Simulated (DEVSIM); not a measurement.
System: Si p-i-n diode, at 300 K.

```csv
layer (left to right),material,thickness (μm),Nd (cm⁻³),Na (cm⁻³),τn (s),τp (s)
1,Si,0.660,-,1.9e18,7.8e-6,7.8e-6
2,Si,4.60,1.7e11,-,7.8e-6,7.8e-6
3,Si,2.60,3.6e17,-,7.8e-6,7.8e-6
```

Left contact: ohmic. Right contact: ohmic. Voltage is applied to the left contact. Recombination: SRH at mid-gap. Gap narrowing is on: ΔEg = 6.92 meV × (l + √(l² + 0.5)), l = ln(N/1.3e17 cm⁻³), shared equally by both band edges. Mobility is μmin + (μ − μmin)/(1 + (N/Nref)^α).

The device is made up for the run: typed textbook-type constants, with dimensions and the other settings drawn at random. Values at 300 K.

| parameter | Si |
|---|---|
| gap (eV) | 1.124 |
| affinity (eV) | 4.05 |
| permittivity | 11.7 |
| Nc (cm⁻³) | 2.86e19 |
| Nv (cm⁻³) | 3.1e19 |
| μn (cm²/Vs) | 1417 |
| μp (cm²/Vs) | 470 |
| μn,min | 52 |
| μp,min | 45 |
| Nref,n | 9.7e16 |
| Nref,p | 2.2e17 |
| αn | 0.68 |
| αp | 0.72 |

DEVSIM, 1D drift-diffusion, Boltzmann statistics, complete ionisation; no tunnelling, impact ionisation, image-force lowering or self-heating.

The doping Na of layer 1 was swept, all else fixed.

```csv
doping Na of layer 1 (cm^-3),dark forward voltage at 1 A/cm² (V),dark forward voltage at 100 A/cm² (V),potential step across the device at zero bias (V)
5.7e16,0.592,0.728,0.839
1.9e17,0.625,0.753,0.867
5.7e17,0.648,0.774,0.889
1.9e18,0.670,0.793,0.912
5.7e18,0.683,0.807,0.933
```

From the first row to the last the dark forward voltage at 1 A/cm² goes from 0.592 to 0.683. From the first row to the last the dark forward voltage at 100 A/cm² goes from 0.728 to 0.807.
